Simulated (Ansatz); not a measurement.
La2S3 (Pnma, No. 62)

Calculation: PBEsol (Ansatz, a program for electronic structure, plane waves, PAW).

Settings: plane-wave cutoff 500 eV, 6×10×4 k mesh (along the axes of the cell as run), gaussian smearing 0.02 eV, scalar-relativistic PAW data made under PBE.

Cell (relaxed at this level):

```xyz
20
Lattice="7.4892 0.0000 0.0000 0.0000 4.1178 0.0000 0.0000 0.0000 15.6383" Properties=species:S:1:pos:R:3 pbc="T T T"
La     1.0816     1.0295    12.4334
La     6.4075     3.0884     3.2048
La     2.6629     3.0884     4.6143
La     4.8262     1.0295    11.0240
La     5.7218     1.0295     7.1318
La     1.7673     3.0884     8.5064
La     5.5119     3.0884    14.9509
La     1.9772     1.0295     0.6873
S      2.7780     1.0295     6.7669
S      4.7111     3.0884     8.8713
S      0.9665     3.0884    14.5861
S      6.5226     1.0295     1.0522
S      1.0848     1.0295     3.4402
S      6.4044     3.0884    12.1980
S      2.6598     3.0884    11.2594
S      4.8293     1.0295     4.3789
S      3.6788     3.0884     1.7247
S      3.8104     1.0295    13.9135
S      0.0658     1.0295     9.5439
S      7.4233     3.0884     6.0944
```

```
Quantity                       Result
--------  ---------------------------
band gap  0.82 eV (on the SCF k mesh)
```

Measured, for comparison: band gap 2.73 eV (temperature not stated, no zero-point or thermal correction; as tabulated in Kim et al. (2020), doi:10.1038/s41597-020-00723-8).

Note: the relaxation could not lower the start's symmetry, so the cell can be a saddle point above a distorted one; the volume lies 6 % below that of the published cell.

Spin–orbit coupling is not included.

Computed values are for the static lattice.
